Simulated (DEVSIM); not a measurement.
System: GaP/Si p-n heterojunction, at 350 K.

```
layer (left to right)  material  thickness (μm)  Nd (cm⁻³)  Na (cm⁻³)  τn (s)  τp (s)
---------------------  --------  --------------  ---------  ---------  ------  ------
1                           GaP            1.80          -     5.6e16  3.4e-7  3.4e-7
2                            Si            4.80     4.4e16          -  3.4e-7  3.4e-7
```

Left contact: ohmic. Right contact: ohmic. Voltage is applied to the left contact. Recombination: SRH at mid-gap. Mobility is μmin + (μ − μmin)/(1 + (N/Nref)^α).

This is a model device: material constants are rounded textbook-type values typed into the input, and sizes, dopings and lifetimes were drawn at random. Values at 300 K; Nc and Nv go as T^1.5, mobilities as T to minus their exponent, the gap by Varshni's rule with the affinity fixed.

```csv
parameter,GaP,Si
gap (eV),2.26,1.124
affinity (eV),3.8,4.05
permittivity,11.1,11.7
Nc (cm⁻³),1.8e19,2.86e19
Nv (cm⁻³),1.9e19,3.1e19
μn (cm²/Vs),250,1417
μp (cm²/Vs),150,470
"μn,min",10,52
"μp,min",10,45
"Nref,n",4.4e18,9.7e16
"Nref,p",1e18,2.2e17
αn,0.8,0.68
αp,0.85,0.72
T exponent of μn,1.6,2.3
T exponent of μp,1.98,2.2
Varshni α (eV/K),0.00058,0.000473
Varshni β (K),372,636
```

Model (solved in DEVSIM): 1D drift-diffusion, Boltzmann statistics, complete ionisation; no tunnelling, impact ionisation, image-force lowering or self-heating. Band offsets follow the typed affinities; no thermionic-emission limit at abrupt steps, no polarisation charge.

Task: Give the dark forward current.

Result: 
| V (V) | J (A/cm²) |
|---|---|
| 0.05 | 1.1e-7 |
| 0.10 | 3.0e-7 |
| 0.15 | 6.6e-7 |
| 0.20 | 1.4e-6 |
| 0.30 | 5.8e-6 |
| 0.35 | 1.2e-5 |
| 0.40 | 2.6e-5 |
| 0.45 | 5.6e-5 |
| 0.50 | 0.00012 |
| 0.55 | 0.00027 |
| 0.60 | 0.00059 |
| 0.70 | 0.0029 |
| 0.75 | 0.0064 |
| 0.80 | 0.014 |
| 0.85 | 0.031 |
| 0.90 | 0.070 |
| 0.95 | 0.15 |
| 1.05 | 0.75 |
| 1.10 | 1.6 |
| 1.15 | 3.6 |
| 1.20 | 7.7 |
| 1.25 | 16 |
| 1.30 | 33 |
| 1.35 | 63 |
| 1.45 | 190 |
| 1.50 | 280 |
| 1.55 | 410 |
| 1.60 | 550 |
